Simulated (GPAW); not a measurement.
Functionals side by side, with their cost (level): HgPd (P2_13, 8 atoms in the cell)

Cell: a = 5.3233 Å, b = 5.3233 Å, c = 5.3233 Å, α = 90.00°, β = 90.00°, γ = 90.00°.

Program: GPAW, GPAW PAW datasets LDA (gpaw-data 1.0.1); each row names its functional.

Base settings: mode = pw; ecut = 600 eV; xc = LDA; kpts = 3 3 3; mesh shift (steps) = 0 0 0; occupations.name = methfessel-paxton; occupations.width = 0.05 eV; occupations.order = 1; nbands = -14; convergence.forces = 0.001 eV/Å.

Differences are taken from r2SCAN (potentials: GPAW PAW datasets PBE (gpaw-data 1.0.1)), a reference of convenience: it is no measurement, and no ranking of the functionals follows. Where a row names another cutoff or potentials, its difference holds that change too.

Core times come from one kind of shared machine and are given to one figure; runs under 30 s give none.

The starting cell comes from a database of computed structures (which also holds hypothetical and non-ambient phases and stackings), without a prior relaxation at this level. Spin polarisation is off. In the base run, with a pressure of about -11 GPa the cell is away from its equilibrium volume at this level. Without a gap this mesh is coarse (it stands for a supercell whose shortest vector is 16 Å).

| level | pressure less reference (GPa) | largest difference in the force on any atom (eV/Å) | core time / reference (rough) |
|---|---|---|---|
| LDA (Perdew-Wang 92) | -8.20 | 0.084 | 0.4 |
| PBEsol (potentials: GPAW PAW datasets PBEsol (made by gpaw-setup)) | -4.23 | 0.062 | 0.6 |
| BLYP (potentials: GPAW PAW datasets BLYP (made by gpaw-setup)) | 10.18 | 0.006 | 0.4 |
| vdW-DF2 (potentials: GPAW PAW datasets PBE (gpaw-data 1.0.1)) | 17.80 | 0.056 | 0.6 |
| vdW-DF-cx (potentials: GPAW PAW datasets PBE (gpaw-data 1.0.1)) | 0.05 | 0.022 | 0.7 |
| r2SCAN (potentials: GPAW PAW datasets PBE (gpaw-data 1.0.1)) | 0.00 | 0.000 | 1 |

Left out of this page: 3 runs of the series held back from this collection.
